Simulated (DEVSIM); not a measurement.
Device: Pt/Si3N4/n-GaAs capacitor, at 300 K.

Layer 1 from the left is Si3N4, thickness (nm) 7.70. Layer 2 from the left is GaAs, thickness (nm) 3900, Nd (cm⁻³) 2.8e16.

Metal gate on the left, work function 5.6 eV. Fixed charge at the semiconductor interface 6.5e11 cm⁻² (in units of +e); no interface traps.

The device is made up for the run: typed textbook-type constants, with dimensions and the other settings drawn at random. Values at 300 K.

Si3N4: gap (eV) 5.1, affinity (eV) 2.1, permittivity 7.5. GaAs: gap (eV) 1.424, affinity (eV) 4.07, permittivity 12.9, Nc (cm⁻³) 4.7e17, Nv (cm⁻³) 9e18.

Problem. Estimate by hand the flat-band voltage, the threshold voltage, and compare with a numerical solution.

Solution. 
- Flat-band voltage: C = 0.862 μF/cm², work-function difference 1.457 V; VFB = φms − qNf/C = 1.34 V; numerical 1.34 V.
- Threshold voltage: φF = 0.601 V, depletion charge √(4εqNφF) = 1.11e-7 C/cm²; VT = VFB − 2φF − Qd/C = 0.01 V; numerical 0.01 V.

Simulated with DEVSIM: 1D Poisson equation in equilibrium, Boltzmann statistics, complete ionisation; no quantum confinement or tunnelling. Metal contacts follow the ideal Schottky-Mott rule: no Fermi-level pinning, no interface dipoles.
